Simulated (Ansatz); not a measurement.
We consider fluorite PbF2 (high-temperature phase), described by G0W0@r²SCAN (hard PAW, contour deformation; Ansatz, a first-principles code).

The same calculation (at the measured cell, 17.465 Å³/atom) with different numerical settings; throughout: k mesh 2×2×2:

```
run  response cutoff (eV)  empty bands  quasiparticle gap on the mesh (eV)  quasiparticle gap at Γ (eV)   rough time
---  --------------------  -----------  ----------------------------------  ---------------------------  -----------
1                     100          219                               6.524                       11.163    10 core-s
2                     150          402                               6.669                       11.219    30 core-s
3                     200          618                               6.780                       11.307    50 core-s
4                     250          864                               6.858                       11.379   100 core-s
5                     300         1136                               6.920                       11.444   4 core-min
6                     400         1749                          (withheld)                   (withheld)  10 core-min
```

Question: What belongs in the gaps?

Answer: 
- 6, quasiparticle gap on the mesh (eV): 6.996
- 6, quasiparticle gap at Γ (eV): 11.528

In the column quasiparticle gap on the mesh (eV) the first row differs from the last by -0.472 and the next to last by -0.076.

The last row is no converged limit: other settings stay fixed.

Spin–orbit coupling is not included.

Note: filled d or f shells below the valence bands can shift G0W0 gaps through exchange with them, which wasn't tested here.
